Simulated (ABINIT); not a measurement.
A self-consistent single point of HfTeS (P3m1, 3 atoms in the cell) with ABINIT.

Method: PBEsol, norm-conserving pseudopotentials (PseudoDojo nc-sr-04 PBEsol standard) (plane waves; ABINIT).

```xyz
3
Lattice="3.8154 0.0000 0.0000 -1.9077 3.3042 0.0000 0.0000 0.0000 6.6061" Properties=species:S:1:pos:R:3 pbc="T T T"
Hf     0.0000     2.2028     0.1973
Te     0.0000     0.0000     4.9376
S      1.9077     1.1014     1.4712
```

Reference input (self-consistent single point, DFT, PBEsol, plane waves, norm-conserving pseudopotentials (PseudoDojo nc-sr-04 PBEsol standard)): pseudos = [Hf.upf, Te.upf, S.upf]; ecut = 1116 eV; occopt = 7; tsmear = 0.136 eV; ngkpt = 8 8 4; nshiftk = 1; shiftk = 0 0 0; potentials = PseudoDojo nc-sr-04 PBEsol standard; nband = 23; kptopt = 1; nstep = 60; tolvrs = 1e-11. This run's input differs from it in these lines:

```diff
@@ -21,3 +21,3 @@
 kptopt 1
-ngkpt 8 8 4
+ngkpt 6 6 3
 nshiftk 1
```

Output (repeated stretches shortened):

```
--- !BeginCycle
solver: {iscf: 7, nstep: 60, nline: 4, wfoptalg: 0, }
tolerances: {tolvrs: 1.00E-11, }
...

     iter   Etot(hartree)      deltaE(h)  residm     vres2
 ETOT  1  -171.47602345416    -1.715E+02 6.499E-01 2.041E+02
 ETOT  2  -172.11434068055    -6.383E-01 4.110E-02 2.898E+02
 ETOT  3  -172.13504848669    -2.071E-02 1.739E-02 6.318E+00
 ETOT  4  -172.13540986644    -3.614E-04 5.223E-03 3.138E+00
 ETOT  5  -172.13551363277    -1.038E-04 2.271E-03 1.493E-01
   [... 6 lines left out ...]
 ETOT 12  -172.13552018035    -5.684E-14 9.306E-05 6.854E-09
 ETOT 13  -172.13552018035    -5.684E-13 2.957E-04 4.146E-10
 ETOT 14  -172.13552018035    -8.811E-13 8.957E-04 1.762E-11
 ETOT 15  -172.13552018035     2.757E-12 2.221E-03 1.707E-12
 At SCF step   15       vres2   =  1.71E-12 < tolvrs=  1.00E-11 =>converged.

 Cartesian components of stress tensor (hartree/bohr^3)
  sigma(1 1)=  9.04612469E-05  sigma(3 2)=  0.00000000E+00
  sigma(2 2)=  9.04612466E-05  sigma(3 1)=  0.00000000E+00
  sigma(3 3)=  1.58470123E-05  sigma(2 1)=  2.27830852E-13

 ----iterations are completed or convergence reached----

 reduced coordinates (array xred) for    3 atoms
       0.333333333300      0.666666666700      0.029860000000
      -0.000000000033      0.000000000033      0.747430000000
       0.666666666633      0.333333333367      0.222710000000
 cartesian forces (eV/Angstrom) at end:
    1     -0.00000000000000     0.00000000000000     0.15670889161126
    2      0.00000000000000    -0.00000000000000    -0.06992425960131
   [... lines left out ...]
 Fermi (or HOMO) energy (hartree) =   0.19994   Average Vxc (hartree)=  -0.36071
 Fermi (or HOMO) energy (eV) =   5.44062   Average Vxc (eV)=  -9.81544
   [... lines left out ...]
total_energy        : -1.72135520180348E+02
total_energy_eV     : -4.68404571556823E+03
band_energy         : -2.14661906742532E+01
...

-Cartesian components of stress tensor (GPa)         [Pressure= -1.9297E+00 GPa]
- sigma(1 1)=  2.66146132E+00  sigma(3 2)=  0.00000000E+00
- sigma(2 2)=  2.66146131E+00  sigma(3 1)=  0.00000000E+00
- sigma(3 3)=  4.66235120E-01  sigma(2 1)=  6.70301395E-09

 Calculation completed.
```

The run converged in 15 iterations. Against the reference run the free energy rises by 7.4 meV/atom, the pressure moves little (-1.97 to -1.93 GPa) and the largest force goes from 0.143 to 0.157 eV/Å.

The starting cell comes from a database of computed structures (which also holds hypothetical and non-ambient phases and stackings), without a prior relaxation at this level.

Cost on one core of a shared machine: roughly 2 min.
